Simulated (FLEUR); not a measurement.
A working FLEUR input for Rh (Fm-3m, 1 atom in the cell) (DFT, PBE, all-electron FLAPW (FLEUR), scalar-relativistic valence):

```xml
# input of inpgen
Rh
&input film=f /
0.0000000000 3.5961204693 3.5961204693
3.5961204693 0.0000000000 3.5961204693
3.5961204693 3.5961204693 0.0000000000
1.0
1.0 1.0 1.0

1
45 0.0000000000 0.0000000000 0.0000000000

&comp jspins=1 /
&kpt div1=12 div2=12 div3=12 gamma=t /
&end /
# inp.xml
<?xml version="1.0" encoding="UTF-8" standalone="no"?>
<fleurInput fleurInputVersion="0.39">
   <comment>
      Rh                                                                                                  
   </comment>
   <calculationSetup>
      <cutoffs Kmax="4.2" Gmax="16.8" GmaxXC="16.8" numbands="0"/>
      <scfLoop itmax="80" minDistance="0.00001" maxIterBroyd="25" imix="Anderson" alpha="0.05" precondParam="0.0" spinf="2.0"/>
      <coreElectrons ctail="T" frcor="F" kcrel="0" coretail_lmax="0"/>
      <xcFunctional name="pbe" relativisticCorrections="F"/>
      <magnetism jspins="1"/>
      <soc l_soc="F" theta="0.0" phi="0.0" spav="F"/>
      <expertModes spex="0" secvar="F"/>
      <geometryOptimization l_f="T" forcealpha="1.0" forcemix="BFGS" epsdisp="0.00001" epsforce="0.00001"/>
      <ldaU l_linMix="F" mixParam="0.05" spinf="1.0"/>
   </calculationSetup>
   <cell>
      <bzIntegration valenceElectrons="15.0" mode="hist" fermiSmearingEnergy="0.00367493">
         <kPointListSelection listName="default-1"/>
         <!-- k-points included here -->
         <xi:include xmlns:xi="http://www.w3.org/2001/XInclude" href="kpts.xml"> </xi:include>
      </bzIntegration>
      <!-- symmetry operations included here -->
      <xi:include xmlns:xi="http://www.w3.org/2001/XInclude" href="sym.xml"> </xi:include>
      <bulkLattice scale="1.0">
         <bravaisMatrix>
            <row-1>    0.0000000000000000     3.5961204693000002     3.5961204693000002</row-1>
            <row-2>    3.5961204693000002     0.0000000000000000     3.5961204693000002</row-2>
            <row-3>    3.5961204693000002     3.5961204693000002     0.0000000000000000</row-3>
         </bravaisMatrix>
      </bulkLattice>
   </cell>
   <atomSpecies>
      <species name="Rhodium (Rh)" element="Rh" atomicNumber="45">
         <mtSphere radius="2.38" gridPoints="819" logIncrement="0.016"/>
         <atomicCutoffs lmax="10" lnonsphr="8"/>
         <electronConfig flipSpins="F">
            <coreConfig>(1s1/2) (2s1/2) (2p1/2) (2p3/2) (3s1/2) (3p1/2) (3p3/2) (4s1/2) (3d3/2) (3d5/2)</coreConfig>
            <valenceConfig>(4p1/2) (4p3/2) (5s1/2) (4d3/2) (4d5/2)</valenceConfig>
            <stateOccupation state="(5s1/2)" spinUp="0.5" spinDown="0.5"/>
            <stateOccupation state="(4d3/2)" spinUp="1.6" spinDown="1.6"/>
            <stateOccupation state="(4d5/2)" spinUp="2.4" spinDown="2.4"/>
         </electronConfig>
         <energyParameters s="5" p="5" d="4" f="4"/>
         <lo type="SCLO" l="1" n="4" eDeriv="0"/>
      </species>
   </atomSpecies>
   <atomGroups>
      <atomGroup species="Rhodium (Rh)">
         <relPos label="                   1">.0000000000 .0000000000 .0000000000</relPos>
         <force calculate="T" relaxXYZ="TTT"/>
      </atomGroup>
   </atomGroups>
   <output dos="F" band="F" slice="F">
      <checks vchk="F" cdinf="F"/>
      <bandDOS minEnergy="-.5*Htr" maxEnergy="0.5*Htr" sigma="0.015" storeEVData="T"/>
      <vacuumDOS vacdos="F" integ="F" star="F" nstars="0" locx1="0.0" locy1="0.0" locx2="0.0" locy2="0.0" nstm="0" tworkf="0.0"/>
      <unfoldingBand unfoldBand="F" supercellX="1" supercellY="1" supercellZ="1"/>
      <plotting iplot="0" polar="F">
         <plot TwoD="T" vec1="  1.0  0.0  0.0" vec2="  0.0  1.0  0.0" vec3="  0.0  0.0  1.0" zero="  0.0  0.0  0.0" file="plot"/>
      </plotting>
      <chargeDensitySlicing numkpt="0" minEigenval="0.0" maxEigenval="0.0" nnne="0" pallst="F"/>
      <specialOutput eonly="F"/>
      <magneticCircularDichroism mcd="F" energyLo="-10.0" energyUp="0.0"/>
   </output>
  <!-- We include the file relax.xml here to enable relaxations (see documentation) -->
  <xi:include xmlns:xi="http://www.w3.org/2001/XInclude" href="relax.xml"> <xi:fallback/> </xi:include>
</fleurInput>
```

The run converged in 13 iterations: free energy E − TS -130213.8510 eV; Fermi level (on the code's own zero) 14.58 eV. Each of these slips is then made, one at a time:

(1)
```diff
-         <mtSphere radius="2.38" gridPoints="819" logIncrement="0.016"/>
+         <mtSphere radius="1.31" gridPoints="819" logIncrement="0.016"/>
```

(2)
```diff
-      <bzIntegration valenceElectrons="15.0" mode="hist" fermiSmearingEnergy="0.00367493">
+      <bzIntegration valenceElectrons="15.0" mode="hist" fermiSmearingEnergy="0.1">
```

(3)
```diff
-         <mtSphere radius="2.38" gridPoints="819" logIncrement="0.016"/>
+         <mtSphere radius="2.86" gridPoints="819" logIncrement="0.016"/>
```

Problem. How does each altered input end?

Solution. 
(1) Muffin-tin spheres that are too small. The run converged in 19 iterations without an error; against the sound input the free energy drops by 138 eV/atom.

(2) An energy in the wrong unit. The run converged in 13 iterations without an error; against the sound input the free energy drops by 10.1 eV/atom.

(3) Overlapping muffin-tin spheres. The program stopped before any SCF iteration.
```
Error message: Overlapping MT-radii of two neighbours detected.
Error occurred in subroutine: chkmt
Error from PE:0/1
```

The starting cell comes from a database of computed structures (which also holds hypothetical and non-ambient phases and stackings), without a prior relaxation at this level. Spin polarisation is off. Values depend on the basis (sphere radii, cutoffs, local orbitals), which need not be converged.

Left out of this page: 4 runs of the series outside the window shown, repeating another row's setting, or not comparable.
